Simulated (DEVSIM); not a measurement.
System: abrupt Ge p-n junction, at 350 K.

```tsv
layer (left to right)	material	thickness (μm)	Nd (cm⁻³)	Na (cm⁻³)	τn (s)	τp (s)
1	Ge	73.0	-	4.9e16	0.00051	0.00051
2	Ge	20.0	1.9e16	-	0.00051	0.00051
```

Left contact: ohmic. Right contact: ohmic. Voltage is applied to the left contact. Recombination: SRH at mid-gap, radiative, Auger. Mobility is μmin + (μ − μmin)/(1 + (N/Nref)^α).

The device is made up for the run: typed textbook-type constants, with dimensions and the other settings drawn at random. Values at 300 K; Nc and Nv go as T^1.5, mobilities as T to minus their exponent, the gap by Varshni's rule with the affinity fixed.

```csv
parameter,Ge
gap (eV),0.664
affinity (eV),4
permittivity,16
Nc (cm⁻³),1.04e19
Nv (cm⁻³),6e18
μn (cm²/Vs),3900
μp (cm²/Vs),1900
"μn,min",150
"μp,min",100
"Nref,n",2.6e17
"Nref,p",4e17
αn,0.56
αp,0.6
T exponent of μn,1.66
T exponent of μp,2.33
B (cm³/s),6.4e-14
Cn (cm⁶/s),1e-31
Cp (cm⁶/s),1e-31
Varshni α (eV/K),0.000477
Varshni β (K),235
```

Model (solved in DEVSIM): 1D drift-diffusion, Boltzmann statistics, complete ionisation; no tunnelling, impact ionisation, image-force lowering or self-heating.

### Question
Tabulate band edges, carrier densities and field at zero bias.

### Answer
Energies count from the Fermi level of the right contact; mesh points crowd at the junctions.

```json
[
 {"x (μm)": "0.000", "Ec (eV)": "0.492", "Ev (eV)": "-0.152", "n (cm⁻³)": "1.1e12", "p (cm⁻³)": "4.9e16", "field (V/cm)": "≈ 0"},
 {"x (μm)": "0.05438", "Ec (eV)": "0.492", "Ev (eV)": "-0.152", "n (cm⁻³)": "1.1e12", "p (cm⁻³)": "4.9e16", "field (V/cm)": "≈ 0"},
 {"x (μm)": "0.2217", "Ec (eV)": "0.492", "Ev (eV)": "-0.152", "n (cm⁻³)": "1.1e12", "p (cm⁻³)": "4.9e16", "field (V/cm)": "≈ 0"},
 {"x (μm)": "0.7780", "Ec (eV)": "0.492", "Ev (eV)": "-0.152", "n (cm⁻³)": "1.1e12", "p (cm⁻³)": "4.9e16", "field (V/cm)": "≈ 0"},
 {"x (μm)": "3.755", "Ec (eV)": "0.492", "Ev (eV)": "-0.152", "n (cm⁻³)": "1.1e12", "p (cm⁻³)": "4.9e16", "field (V/cm)": "≈ 0"},
 {"x (μm)": "12.31", "Ec (eV)": "0.492", "Ev (eV)": "-0.152", "n (cm⁻³)": "1.1e12", "p (cm⁻³)": "4.9e16", "field (V/cm)": "≈ 0"},
 {"x (μm)": "37.96", "Ec (eV)": "0.492", "Ev (eV)": "-0.152", "n (cm⁻³)": "1.1e12", "p (cm⁻³)": "4.9e16", "field (V/cm)": "≈ 0"},
 {"x (μm)": "65.58", "Ec (eV)": "0.492", "Ev (eV)": "-0.152", "n (cm⁻³)": "1.1e12", "p (cm⁻³)": "4.9e16", "field (V/cm)": "≈ 0"},
 {"x (μm)": "70.75", "Ec (eV)": "0.492", "Ev (eV)": "-0.152", "n (cm⁻³)": "1.1e12", "p (cm⁻³)": "4.9e16", "field (V/cm)": "≈ 0"},
 {"x (μm)": "72.33", "Ec (eV)": "0.492", "Ev (eV)": "-0.152", "n (cm⁻³)": "1.1e12", "p (cm⁻³)": "4.9e16", "field (V/cm)": "≈ 0"},
 {"x (μm)": "72.80", "Ec (eV)": "0.492", "Ev (eV)": "-0.152", "n (cm⁻³)": "1.1e12", "p (cm⁻³)": "4.9e16", "field (V/cm)": "-14"},
 {"x (μm)": "72.98", "Ec (eV)": "0.446", "Ev (eV)": "-0.199", "n (cm⁻³)": "5.0e12", "p (cm⁻³)": "1.0e16", "field (V/cm)": "-16000"},
 {"x (μm)": "73.02", "Ec (eV)": "0.357", "Ev (eV)": "-0.287", "n (cm⁻³)": "9.4e13", "p (cm⁻³)": "5.5e14", "field (V/cm)": "-24000"},
 {"x (μm)": "73.10", "Ec (eV)": "0.227", "Ev (eV)": "-0.417", "n (cm⁻³)": "7.0e15", "p (cm⁻³)": "7.4e12", "field (V/cm)": "-6900"},
 {"x (μm)": "73.58", "Ec (eV)": "0.197", "Ev (eV)": "-0.447", "n (cm⁻³)": "1.9e16", "p (cm⁻³)": "2.7e12", "field (V/cm)": "≈ 0"},
 {"x (μm)": "74.85", "Ec (eV)": "0.197", "Ev (eV)": "-0.447", "n (cm⁻³)": "1.9e16", "p (cm⁻³)": "2.7e12", "field (V/cm)": "≈ 0"},
 {"x (μm)": "79.09", "Ec (eV)": "0.197", "Ev (eV)": "-0.447", "n (cm⁻³)": "1.9e16", "p (cm⁻³)": "2.7e12", "field (V/cm)": "≈ 0"},
 {"x (μm)": "87.58", "Ec (eV)": "0.197", "Ev (eV)": "-0.447", "n (cm⁻³)": "1.9e16", "p (cm⁻³)": "2.7e12", "field (V/cm)": "≈ 0"},
 {"x (μm)": "91.91", "Ec (eV)": "0.197", "Ev (eV)": "-0.447", "n (cm⁻³)": "1.9e16", "p (cm⁻³)": "2.7e12", "field (V/cm)": "≈ 0"},
 {"x (μm)": "92.67", "Ec (eV)": "0.197", "Ev (eV)": "-0.447", "n (cm⁻³)": "1.9e16", "p (cm⁻³)": "2.7e12", "field (V/cm)": "≈ 0"},
 {"x (μm)": "92.92", "Ec (eV)": "0.197", "Ev (eV)": "-0.447", "n (cm⁻³)": "1.9e16", "p (cm⁻³)": "2.7e12", "field (V/cm)": "≈ 0"},
 {"x (μm)": "93.00", "Ec (eV)": "0.197", "Ev (eV)": "-0.447", "n (cm⁻³)": "1.9e16", "p (cm⁻³)": "2.7e12", "field (V/cm)": "≈ 0"}
]
```
